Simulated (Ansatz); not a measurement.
A self-consistent single point of CrGa4 (I4mm, 5 atoms in the cell) with Ansatz (an electronic-structure program)

Method: LDA (PW92), default PAW files made with PBE (plane waves; Ansatz).

Input as run:

Ansatz 0.2 input:
```yaml
# CrGa4
crystal:
  lattice:
    - [-2.81303500, 2.81303500, 2.81303500]
    - [2.81303500, -2.81303500, 2.81303500]
    - [2.81303500, 2.81303500, -2.81303500]
  atoms:
    - { symbol: Cr, position: [0.00888700, 0.00888700, 0.00000000] }
    - { symbol: Ga, position: [0.00000000, 0.00000000, 0.50000000] }
    - { symbol: Ga, position: [0.00000000, 0.50000000, 0.00000000] }
    - { symbol: Ga, position: [0.50000000, 0.50000000, 0.50000000] }
    - { symbol: Ga, position: [0.50000000, 0.00000000, 0.00000000] }
basis:
  ecutwfc: 420.0
kpoints:
  mp_grid:
    grid: [8, 8, 8]
hamiltonian:
  xc: lda
  pseudopotentials:
    kind: paw
scf:
  occupations:
    method: fermi_dirac
    width: 0.1
output:
  forces: true
  eigenvalues: true
  stress: true
```

The program printed (abridged):

```
WARN ansatz: RAYON_NUM_THREADS=1 ignored (pool sized by the plan → 1); use --threads N
Pseudopotentials: kind: paw
Pseudopotential: Cr, paw, valence charge 14
Pseudopotential: Ga, paw, valence charge 13
Crystal: 5 atoms, lattice volume = 89.040 Å³
Basis set: ecut = 420 eV, 1745 PW (Γ)
Bands: 40, of which v1, the nominal top of the filled ones, is band 33 counted from 1 (32 counted from 0)
Symmetry: 8 space group operations
Space group: I4mm (ITA 107), of the structure as read, at distance tolerance 4.5e-5 Å
k-points: 59 of 512 (time reversal used)
PAW frozen core: Cr, regenerated for the run's functional, and the local potential with it
PAW frozen core: Ga, regenerated for the run's functional, and the local potential with it
Initial density: superposition of atomic densities (neutral atoms: chi_scale 0, normalization atom), corrected by the library's trained network
Initial wavefunctions: pseudopotential atomic-orbital guess
Eigensolver: davidson
Functional: x = slater, c = lda
SCF iter   1: F=—  HF=-18151.741551 eV  |F-HF|=—  |Δ(HF+E_count)|=         —  Δρ=1.65e-2  dr2=2.52e-1  ethr=1.77e-3  ⟨swp⟩=5.5  Hψ=7839  notcnv=0
all-band conjugate gradients solve this SCF's bands
preconditioner: auto → Kerker (q_TF=auto, 2.595 Å⁻¹)
SCF iter   2: F=—  HF=-18151.724426 eV  |F-HF|=—  |Δ(HF+E_count)|=   1.71e-2  Δρ=7.20e-3  dr2=5.02e-2  ethr=3.81e-4  ⟨swp⟩=2.0  Hψ=3145  notcnv=0  defer=4
SCF iter   3: F=—  HF=-18151.721089 eV  |F-HF|=—  |Δ(HF+E_count)|=   3.34e-3  Δρ=1.41e-3  dr2=7.50e-4  ethr=7.60e-5  ⟨swp⟩=1.6  Hψ=2428  notcnv=0  defer=4
SCF iter   4: F=—  HF=-18151.720489 eV  |F-HF|=—  |Δ(HF+E_count)|=   5.99e-4  Δρ=5.56e-4  dr2=2.35e-4  ethr=1.14e-6  ⟨swp⟩=2.0  Hψ=3974  notcnv=0  defer=4
SCF iter   5: F=—  HF=-18151.720467 eV  |F-HF|=—  |Δ(HF+E_count)|=   2.23e-5  Δρ=1.77e-4  dr2=3.27e-5  ethr=3.57e-7  ⟨swp⟩=2.5  Hψ=4138  notcnv=0  defer=4
SCF iter   6: F=—  HF=-18151.720469 eV  |F-HF|=—  |Δ(HF+E_count)|=   2.20e-6  Δρ=3.73e-5  dr2=1.60e-6  ethr=4.95e-8  ⟨swp⟩=2.7  Hψ=4197  notcnv=0  defer=4
SCF iter   7: F=—  HF=-18151.720469 eV  |F-HF|=—  |Δ(HF+E_count)|=   1.22e-7  Δρ=1.79e-5  dr2=2.93e-7  ethr=2.43e-9  ⟨swp⟩=2.0  Hψ=4276  notcnv=0  defer=4
SCF iter   8: F=-18151.720469 eV  HF=-18151.720469 eV  |F-HF|=1.86e-8  |Δ(HF+E_count)|=   2.59e-8  Δρ=5.59e-6  dr2=4.09e-8  ethr=1.52e-10  ⟨swp⟩=6.2  Hψ=7498  notcnv=0
SCF 1 converged in 8 iterations: F = -18151.720469 eV  dr2 = 4.09e-8
SCF converged after 8 iterations
Free energy (F): -18151.720469 eV
Harris-Foulkes:  -18151.720469 eV  (|F-HF|=1.86e-8)
Internal energy: -18151.701931 eV  (E = F + TS)
E sigma→0 (E₀):  -18151.711200 eV
Entropy (-TS):   -0.018538 eV (-3.708 meV/atom)
Fermi energy:    9.662452 eV
--- Per-component energies (eV) ---
  E_band       = -389.523063
  E_kinetic    = 809.075721
  E_local      = -9278.474221  (includes V_loc(G=0)·N_el)
  E_nonlocal   = 1781.528586
  E_hartree    = 4295.952343
  E_xc         = -416.730255
  E_vxc        = -415.387122  (∫ρ·V_xc dr)
  E_paw        = -8781.959800  (= ΣΔE_a)
  E_vpaw       = -1878.155876  (= ΣTr[D̂ρ^β])
  E_aug_tail   = -0.000093  (compensation charges beyond the density's cutoff)
  E_ewald      = -6568.373257
  E_core_change = 7.279044  (= ΣΔE_core)
  E_smearing   = -0.018538  (= −TS)
  E_closure    = -0.000000  (closes the sum)
  Σ components = -18151.720469   (vs F -18151.720469, Δ=0.00e0)
--- Forces (eV/Å), atoms counted from 1 ---
  atom   1  Cr     0.00000000     0.00000000    -0.71041576
  atom   2  Ga    -0.09741742    -0.09741742     0.17760319
  atom   3  Ga     0.09741742    -0.09741742     0.17760319
  atom   4  Ga     0.09741742     0.09741742     0.17760319
  atom   5  Ga    -0.09741742     0.09741742     0.17760319
  max |Σ_I F_I| component: 2.99e-6 eV/Å
--- Stress (GPa, compression-positive) ---
       -5.270194       0.000000      -0.000000
        0.000000      -5.270194      -0.000000
       -0.000000      -0.000000      -5.343101
  P = ⅓ Tr σ = -5.2945 GPa (-52.945 kbar)
  The stress holds the Pulay correction. Without it, at fixed plane waves, as pw.x and ABINIT print it: P = -5.3362 GPa
--- Band table (eV; the first three rows and the last of 59) ---
  k-point 0: bands = ["-60.5282", "-32.2687", "-32.2687", "-32.2680", "-4.9858", "-4.9858", "-4.8866", "-4.8865", "-4.8804", "-4.8280", "-4.8280", "-4.8279", "-4.6889", "-4.6887", "-4.6887", "-4.6875", "-4.6874", "-4.6874", "-4.5657", "-4.5654", [...]
  k-point 1: bands = ["-60.5282", "-32.2691", "-32.2687", "-32.2682", "-4.9779", "-4.9694", "-4.8760", "-4.8749", "-4.8669", "-4.8321", "-4.8159", "-4.8159", "-4.6953", "-4.6934", "-4.6909", "-4.6886", "-4.6842", "-4.6825", "-4.5742", "-4.5690", [...]
  k-point 2: bands = ["-60.5282", "-32.2701", "-32.2688", "-32.2687", "-4.9565", "-4.9234", "-4.8504", "-4.8443", "-4.8419", "-4.8262", "-4.7836", "-4.7833", "-4.7182", "-4.7065", "-4.6977", "-4.6907", "-4.6733", "-4.6668", "-4.6002", "-4.5793", [...]
  k-point 58: bands = ["-60.5281", "-32.2715", "-32.2715", "-32.2708", "-4.9428", "-4.9428", "-4.9428", "-4.8452", "-4.8452", "-4.8452", "-4.7086", "-4.7084", "-4.7084", "-4.6884", "-4.6884", "-4.6884", "-4.6452", "-4.6452", "-4.6452", "-4.5872", [...]
```

The run converged in 8 iterations.

The starting cell comes from a database of computed structures (which also holds hypothetical and non-ambient phases and stackings), without a prior relaxation at this level. Its lattice was rescaled by up to half a per cent. One atom was moved a little off its site on purpose. Spin polarisation is off. With a pressure of about -5 GPa the cell is away from its equilibrium volume at this level. Ansatz's pressure includes its estimate of the finite-basis (Pulay) stress.
